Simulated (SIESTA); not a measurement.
SIESTA run on Nb2AsC (P6_3/mmc, 8 atoms in the cell): relaxation of cell and atoms.

Method: SIESTA with LDA PW92, numerical atomic orbitals DZP, PseudoDojo LDA standard norm-conserving potentials (rewritten from UPF to PSML).

```
CELL_PARAMETERS angstrom
      3.32535     0.00000     0.00000
     -1.66267     2.87983     0.00000
      0.00000     0.00000    11.81861
ATOMIC_POSITIONS crystal
  Nb 0.33333 0.66667 0.40533
  Nb 0.66667 0.33333 0.59467
  Nb 0.66667 0.33333 0.90533
  Nb 0.33333 0.66667 0.09467
  As 0.66667 0.33333 0.25000
  As 0.33333 0.66667 0.75000
  C  0.00000 0.00000 0.50000
  C  0.00000 0.00000 0.00000
```

Reference input (self-consistent single point, DFT, LDA PW92, numerical atomic orbitals DZP, PseudoDojo LDA standard norm-conserving potentials (rewritten from UPF to PSML)): XC.functional = LDA; XC.authors = PW92; potentials = PseudoDojo LDA standard; PAO.BasisSize = DZP; PAO.EnergyShift = 0.01 Ry; MeshCutoff = 400 Ry; kgrid.MonkhorstPack = 8 8 2; OccupationFunction = FD; ElectronicTemperature = 0.1 eV; MaxSCFIterations = 150; SCF.Mixer.Method = Broyden; SCF.Mixer.Weight = 0.25. This run's input differs from it in these lines:

```diff
@@ -48,2 +48,7 @@
 Diag.ParallelOverK           true
+MD.TypeOfRun                 CG
+MD.Steps                     40
+MD.MaxForceTol               0.02 eV/Ang
+MD.VariableCell              true
+MD.MaxStressTol              0.05 GPa
 WriteForces                  true
```

The program printed (abridged):

```
        iscf     Eharris(eV)        E_KS(eV)     FreeEng(eV)     dDmax    Ef(eV) dHmax(eV)
   scf:    1   -12782.373620   -12856.549012   -12856.636050  0.615934 -2.364711 11.451653
   scf:    2   -12892.250092   -12880.489081   -12880.584944  0.267874 -2.984270  3.268321
   scf:    3   -12882.069443   -12881.608552   -12881.715557  0.111591 -3.313293  1.690130
   scf:    4   -12881.799857   -12881.711037   -12881.818260  0.037841 -3.385289  0.970510
   scf:    5   -12881.816276   -12881.774725   -12881.883495  0.058000 -3.526561  0.093365
   [... 2 lines left out ...]
   scf:    8   -12881.775549   -12881.775582   -12881.884227  0.000623 -3.534601  0.003584
   scf:    9   -12881.775562   -12881.775573   -12881.884229  0.000249 -3.535061  0.004367
   scf:   10   -12881.775561   -12881.775568   -12881.884229  0.000126 -3.535291  0.002091
   scf:   11   -12881.775568   -12881.775568   -12881.884230  0.000039 -3.535304  0.000513
SCF Convergence by DM+H criterion
max |DM_out - DM_in|         :     0.0000393210
max |H_out - H_in|      (eV) :     0.0005127056
SCF cycle converged after 11 iterations

Using DM_out to compute the final energy and forces

siesta: E_KS(eV) =           -12881.7756

siesta: E_KS - E_eggbox =    -12881.7756

siesta: Atomic forces (eV/Ang):
     1    0.000026   -0.000015    0.387458
     2   -0.000026    0.000015   -0.387458
     3   -0.000026    0.000015    0.387453
     4    0.000026   -0.000015   -0.387453
     5   -0.000060    0.000034    0.000100
     6    0.000060   -0.000034   -0.000101
     7    0.000000    0.000000    0.000000
     8    0.000000   -0.000000   -0.000000
   Tot   -0.000000    0.000000    0.000000
   Max    0.387458
   Res    0.158178    sqrt( Sum f_i^2 / 3N )
   Max    0.387458    constrained

   [... lines left out ...]
siesta: Pressure (static):        -34.66824135  kBar
siesta: Pressure (total):        -34.66824135  kBar
No target stress found, assuming hydrostatic MD.TargetPressure.
Target stress (kBar)
outcell: Cell volume (Ang**3)        :    111.5928
        iscf     Eharris(eV)        E_KS(eV)     FreeEng(eV)     dDmax    Ef(eV) dHmax(eV)
siesta: Pressure (static):         -0.04686131  kBar
siesta: Pressure (total):         -0.04686131  kBar
outcell: Cell volume (Ang**3)        :    111.5928
siesta: FreeEng =    -12881.929764
   [... lines left out ...]
siesta:     0.000052   -0.000000   -0.000000
siesta:    -0.000000    0.000052    0.000000
siesta:    -0.000000    0.000000   -0.000016

siesta: Cell volume =        111.592844 Ang**3

siesta: Pressure (static):
siesta:                Solid            Molecule  Units
siesta:          -0.00000032          0.00000067  Ry/Bohr**3
siesta:          -0.00002925          0.00006172  eV/Ang**3
siesta:          -0.04686131          0.09888007  kBar
```

The run converged. 

Summary of the result:
- Free energy E − TS: -12881.9298 eV
- Fermi level (on the code's own zero): -3.55 eV
- Pressure: 0.00 GPa
- Largest force (vector length): 0.004 eV/Å
- Final cell: a = 3.2811 Å, b = 3.2811 Å, c = 11.9694 Å, α = 90.00°, β = 90.00°, γ = 120.00°
- Final volume per atom: 13.95 Å³
- Relaxation steps: 10

The starting cell comes from a database of computed structures (which also holds hypothetical and non-ambient phases and stackings), without a prior relaxation at this level. Its lattice was rescaled by a random factor within 2.5 % of one. Spin polarisation is off. Values carry the incompleteness of an atom-centred basis.

Cost on one core of a shared machine: roughly 9 min.
